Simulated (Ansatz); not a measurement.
Functionals compared on OH on the 1x1 (0001) surface of corundum (cut with top plane Al), one in a 1x1 cell, started at the site 'hollow Al-O-O-O over O at depth 2.3 Å #2', in Ansatz (plane waves, PAW). The structure was relaxed with PBE; the other rows are single points on it, each with its references at the same level. Cutoff 420 eV (500 eV for r2SCAN). The points keep PBE's geometry, so the relaxation of a polaron and the settling of charge on one site are left out.

Host crystal: corundum, with a band gap (PBE, scalar-relativistic without spin-orbit coupling).

Slab: 22 atoms, 6.7 Å thick at the start under the adsorbate (thin: gaps and levels are the slab's own); k 6x6x1, smearing 0.01 eV, dipole-corrected; 9 atoms held, the rest relaxed; no symmetry held; spin-polarised, ending with about 1.0 μB a cell, a value that depends on the mesh; orders that need a larger cell were not tried, no spin-orbit, no U, no dispersion correction. The slab shows no gap over 0.04 eV on its mesh. At the end it is bonded to Al. In PBE it is, or lies within 0.03 eV of, the lowest of the starts that converged. These notes are the PBE run's. r2SCAN: The program's check for a lower electronic state was not made. Adsorption energies are against H2O(g) − ½ H2(g). A negative adsorption energy means that the adsorbate is more stable on the surface than in its reference.

```tsv
functional	adsorption energy (eV)	work function of the top face (eV)	rough cost of the single point
PBE	0.90	7.25	–
RPBE	…	…	roughly 10 core-minutes
r2SCAN	0.99	7.46	roughly 14 core-minutes
```

Q: Complete the blanks.

A: 
- RPBE, adsorption energy (eV): 0.87
- RPBE, work function of the top face (eV): 7.17

Ansatz is an electronic-structure program.
